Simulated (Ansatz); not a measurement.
System: Y₂Hf₂O₇ (C2/m, No. 12, 11 atoms in the cell; start mp-1101177). Method: HSE06 in Ansatz (plane waves, PAW).

Run with plane-wave cutoff 460 eV, 4×4×4 k mesh, Fermi–Dirac smearing 0.01 eV, scalar-relativistic PAW data made under PBE.

Cell (relaxed with PBEsol):

```cif
data_Hf2O7Y2
_chemical_formula_sum 'Y2 Hf2 O7'
_space_group_name_H-M_alt 'P 1'
_space_group_IT_number 1
_cell_length_a 5.82607
_cell_length_b 5.82607
_cell_length_c 5.51666
_cell_angle_alpha 95.783
_cell_angle_beta 95.783
_cell_angle_gamma 107.896
loop_
_space_group_symop_operation_xyz
  'x, y, z'
loop_
_atom_site_label
_atom_site_type_symbol
_atom_site_fract_x
_atom_site_fract_y
_atom_site_fract_z
_atom_site_occupancy
Y1 Y 0.30879 0.69121 0.00000 1
Y2 Y 0.69121 0.30879 0.00000 1
Hf1 Hf 0.74242 0.74242 0.60064 1
Hf2 Hf 0.25758 0.25758 0.39936 1
O1 O 0.59459 0.94129 0.80001 1
O2 O 0.40541 0.05871 0.19999 1
O3 O 0.05871 0.40541 0.19999 1
O4 O 0.94129 0.59459 0.80001 1
O5 O 0.55819 0.55819 0.26989 1
O6 O 0.44181 0.44181 0.73011 1
O7 O 0.00000 0.00000 0.50000 1
```

Problem. Estimate the band gap and smallest direct gap on the k points sampled that the calculation returns.

Solution. 
- band gap = 5.95 eV (on the SCF k mesh)
- smallest direct gap on the k points sampled = 6.10 eV

Note: cell and atoms aren't relaxed at this level (pressure 1.5 GPa).

Spin–orbit coupling is not included.

Computed values are for the static lattice.

A start named mp-… is a Materials Project structure, which need not be a measured phase.

Ansatz is an electronic-structure program.
